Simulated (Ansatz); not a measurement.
**Effective masses and thermopower of ZnS under load (space group P6_3mc)**

```xyz
4
Lattice="3.7896 0.0000 0.0000 -1.8948 3.2819 0.0000 0.0000 0.0000 6.1590" Properties=species:S:1:pos:R:3 pbc="T T T"
Zn     0.0000     2.1879    -0.0032
Zn     1.8948     1.0940     3.0763
S      0.0000     2.1879     2.3128
S      1.8948     1.0940     5.3923
```

These are r2SCAN with spin-orbit coupling, rigid bands (plane waves, PAW; Ansatz, a quantum-chemistry and plane-wave program) values and carry that method's errors. Condition of this run: uniaxial stress along c of 1 GPa (compression positive) (the target of the relaxation). Geometry: cell and atoms relaxed with PBEsol, then loaded as said.

The band gap is 2.90 eV and the electron conductivity mass (300 K, dilute) is 0.22 (x), 0.22 (y), 0.195 (z) mₑ. The hole conductivity mass (300 K, dilute) is 1.10 (x), 1.10 (y), 1.36 (z) mₑ, the effective density of states N_c (300 K) is 2.4e18 cm⁻³ and the effective density of states N_v (300 K) comes out as 4.0e19 cm⁻³. The density-of-states mass, electrons is 0.21 mₑ and the density-of-states mass, holes comes out as 1.36 mₑ. The Seebeck coefficient, n-type 1e19 cm⁻³, 300 K is -119 μV/K. The Seebeck coefficient, p-type 1e19 cm⁻³, 300 K is 371 μV/K. The best p-type power factor at 300 K for τ = 10 fs (best axis; densities from 1e16 to 1e21 cm⁻³ tried, whether or not they can be reached) is 11.6 μW/(cm·K²) at 3e20 cm⁻³.

Rigid bands; masses and Seebeck coefficients take one relaxation time τ for all states and one kind of carrier; polarons and phonon drag are left out. Geometry: cell and atoms relaxed with PBEsol.
